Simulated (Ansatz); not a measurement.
System: O vacancy in monoclinic HfO2 strained by -1.5 % along x and y, z held (neutral cell). Method: PBE, PAW (plane waves to 420 eV; Ansatz, a program for electronic structure).

96-site cell at the strained lattice (strain from the relaxed PBE one, atoms relaxed), the Γ point alone, smearing 0.01 eV, spin-restricted, no finite-size correction. Energies are static. Spin-orbit coupling is left out. The charge state is imposed; whether it is stable for some Fermi level was not computed. Forms of the defect that were not tried may lie lower. The start lies 0.097 eV above the lowest site run (PBE).

Barriers: single points on a 2×2×2 k-point mesh shifted by half a step at the bands' geometries (they differ from the bands' own by up to 0.14 eV, and are uncertain by about as much).

Relaxed starting cell (atoms counted from 1):

```
Hf32O63
1.0
   10.16820     0.00000     0.00000
    0.00000    10.26766     0.00000
   -1.76965     0.00000    10.55307
Hf O
32 63
Direct
  0.13373   0.22283   0.35842
  0.13841   0.22879   0.85468
  0.13865   0.72840   0.35411
  0.13812   0.72900   0.85390
  0.63784   0.22844   0.35438
  0.63798   0.22894   0.85381
  0.63881   0.72937   0.35416
  0.63857   0.72871   0.85378
  0.36028   0.27149   0.14697
  0.36009   0.27146   0.64595
  0.36148   0.77071   0.14539
  0.36098   0.77108   0.64584
  0.86044   0.27063   0.14643
  0.86142   0.27156   0.64482
  0.86112   0.77161   0.14552
  0.86120   0.77254   0.64450
  0.35993   0.47768   0.39556
  0.36118   0.47872   0.89606
  0.36029   0.97783   0.39542
  0.36127   0.97874   0.89582
  0.86083   0.47907   0.39593
  0.86118   0.47857   0.89548
  0.86467   0.98187   0.39589
  0.86104   0.97903   0.89545
  0.13812   0.02042   0.10537
  0.13751   0.02120   0.60442
  0.13844   0.52083   0.10483
  0.13824   0.52130   0.60427
  0.63807   0.02107   0.10437
  0.63786   0.02153   0.60375
  0.63824   0.52121   0.10394
  0.63779   0.52135   0.60354
  0.03294   0.08749   0.92608
  0.03361   0.58491   0.42307
  0.03351   0.58557   0.92416
  0.53213   0.08660   0.42505
  0.53382   0.08594   0.92452
  0.53335   0.58566   0.42374
  0.53378   0.58572   0.92419
  0.46579   0.41383   0.07564
  0.46527   0.41394   0.57547
  0.46572   0.91420   0.07551
  0.46545   0.91450   0.57544
  0.96634   0.41254   0.07687
  0.96449   0.41711   0.57720
  0.96631   0.91280   0.07385
  0.96620   0.91761   0.57294
  0.46588   0.33580   0.32573
  0.46569   0.33620   0.82495
  0.46620   0.83618   0.32550
  0.46641   0.83605   0.82553
  0.96326   0.32982   0.33092
  0.96558   0.33525   0.82549
  0.96868   0.84038   0.32460
  0.96630   0.83744   0.82373
  0.03085   0.15907   0.18080
  0.03447   0.16519   0.67274
  0.03328   0.66381   0.17480
  0.03449   0.66677   0.67250
  0.53350   0.16384   0.17502
  0.53253   0.16399   0.67402
  0.53431   0.66449   0.17424
  0.53369   0.66424   0.67429
  0.22115   0.37030   0.48905
  0.22225   0.37094   0.98909
  0.22270   0.87053   0.48893
  0.22208   0.87121   0.98886
  0.72203   0.37139   0.48863
  0.72235   0.37131   0.98861
  0.72441   0.87229   0.48839
  0.72257   0.87150   0.98821
  0.27655   0.12828   0.01253
  0.27026   0.12841   0.51004
  0.27710   0.62835   0.01113
  0.27699   0.62814   0.51113
  0.77723   0.12876   0.01148
  0.77706   0.12884   0.51045
  0.77735   0.62865   0.01084
  0.77696   0.62907   0.51061
  0.27556   0.12109   0.26272
  0.27806   0.12208   0.76235
  0.27727   0.62129   0.26105
  0.27686   0.62103   0.76121
  0.77749   0.12159   0.26183
  0.77681   0.12167   0.76057
  0.77779   0.62160   0.26113
  0.77799   0.62179   0.76039
  0.22157   0.37832   0.23917
  0.22197   0.37895   0.73920
  0.22314   0.87756   0.23844
  0.22312   0.87808   0.73931
  0.72266   0.37883   0.23854
  0.72233   0.37891   0.73848
  0.72288   0.87848   0.23790
  0.72243   0.87891   0.73820
```

End state 1 differs by these moves (Å; atoms that move under 0.08 Å are left out):

```
atom  element     Δx     Δy     Δz
----  -------  -----  -----  -----
1          Hf   0.05   0.06  -0.04
25         Hf  -0.05   0.07   0.03
46          O  -0.04   0.08   0.07
52          O   0.04   0.03  -0.09
54          O  -0.05  -0.08   0.03
56          O  -0.39  -0.76   2.55
```

### Question
What is the computed forward and backward barriers to end state 1 (PBE, PAW)?

### Answer
forward 1.74 eV, backward 1.74 eV; at the saddle point atom 56 has neighbours Hf at 1.97, Hf at 2.18, Hf at 2.36 Å. The saddle point's order was not checked.

End state 2 differs by these moves (Å; atoms that move under 0.08 Å are left out):

```json
[
 {"atom": "1", "element": "Hf", "Δx": "0.05", "Δy": "0.06", "Δz": "-0.03"},
 {"atom": "56", "element": "O", "Δx": "0.04", "Δy": "0.05", "Δz": "-0.08"},
 {"atom": "73", "element": "O", "Δx": "-2.22", "Δy": "-0.45", "Δz": "-0.91"}
]
```

### Question
Predict the forward and backward barriers to end state 2 from PBE, PAW.

### Answer
forward 2.48 eV, backward 2.58 eV; at the saddle point atom 73 has neighbours 2 Hf at 1.97, Hf at 2.37; O at 2.45 Å. The saddle point's order was not checked.
